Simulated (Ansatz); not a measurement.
Consider Si in the diamond structure (space group Fd-3m, No. 227; a = 5.402 Å). Axes: x, y, z lie along the cube axes.

The values are results of DFT with LDA, PAW potentials and a 420 eV plane-wave cutoff in Ansatz (a first-principles code), no spin-orbit coupling, not measurements.

Now apply this change: the cell is stretched by 0.50 % along z with no lateral relaxation; the atoms relax in the strained cell.

Q: Predict the stress tensor and what it implies for the stiffness.

A: Stress of the strained cell less that of the base (GPa, compression positive):
```
  -0.32    0.00    0.00
   0.00   -0.32    0.00
   0.00    0.00   -0.80
```

Then −Δσ_ii/ε with ε = 0.0050 gives relaxed-ion elastic constants: C33 ≈ 160 GPa, C13 ≈ 63 GPa and C23 ≈ 63 GPa.

Stability against distortions was not tested.
